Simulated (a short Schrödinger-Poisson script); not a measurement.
Stack: gated Al0.4Ga0.6N/GaN polarisation-induced gas, at 20 K.

```
layer     material  thickness (nm)  Na (cm⁻³)
-----  -----------  --------------  ---------
1      Al0.4Ga0.6N              20          -
2              GaN            6000       8e14
```

The device is made up for the run: typed textbook-type constants, with dimensions and the other settings drawn at random. Al0.4Ga0.6N: permittivity 9.26, conduction-band edge (eV) 0.58, gap (eV) 4.258, electron mass (mₑ) 0.248, Nv at 300 K (cm⁻³) 4.6e19. GaN: permittivity 9.5, conduction-band edge (eV) 0, gap (eV) 3.43, Nv at 300 K (cm⁻³) 4.6e19.

Channel valleys (confinement mass, in-plane density-of-states mass, number): Γ 0.2, 0.2, 1. At the gate the conduction-band edge of layer 1 lies 1.36 eV − eVg above the Fermi level of the channel; the field vanishes at the back. Sheet of polarisation charge: +2e13 e/cm² at 20 nm from the gate. The barrier under the gate holds no holes. Gaps are held at their typed values at every temperature. Mesh 0.08 nm at interfaces.

Solved with a short Schrödinger-Poisson script written for these runs: 1D Poisson equation in equilibrium, electrons quantum, Hartree (BenDaniel-Duke, 40 states a valley, the channel's in-plane mass for all, wave functions free to enter the barrier), parabolic valleys, classical holes, full ionisation, no traps, pinning or gate leakage.

The same stack at other levels of the model or other numerical settings:

```
run                                                                  sheet density of all electrons at Vg = 0.5 V (cm⁻²)  sheet density of all electrons at Vg = -4.5 V (cm⁻²)  capacitance at Vg = 0.5 V (μF/cm²)  centroid of the channel electrons at Vg = 0.5 V (nm)  rough cost against the base
-------------------------------------------------------------------  ---------------------------------------------------  ----------------------------------------------------  ----------------------------------  ----------------------------------------------------  ---------------------------
base                                                                                                             1.78e13                                               5.65e12                               0.395                                                  1.61                      about 1
electrons treated as classical, Boltzmann                                                                        1.90e13                                               6.25e12                               0.408                                                  0.11                         0.02
electrons treated as classical, Fermi-Dirac                                                                      1.78e13                                               5.77e12                               0.388                                                  1.41                         0.09
electrons treated as quantum, Hartree plus LDA exchange-correlation                                              1.79e13                                               5.74e12                               0.396                                                  1.48                            2
mesh six times as coarse                                                                                         1.78e13                                               5.64e12                               0.396                                                  1.54                          0.3
one subband a valley                                                                                             1.77e13                                               5.64e12                               0.393                                                  1.29                          0.5
```

The classical rows ignore confinement, and Boltzmann statistics overrate the density once the band edge passes the Fermi level.
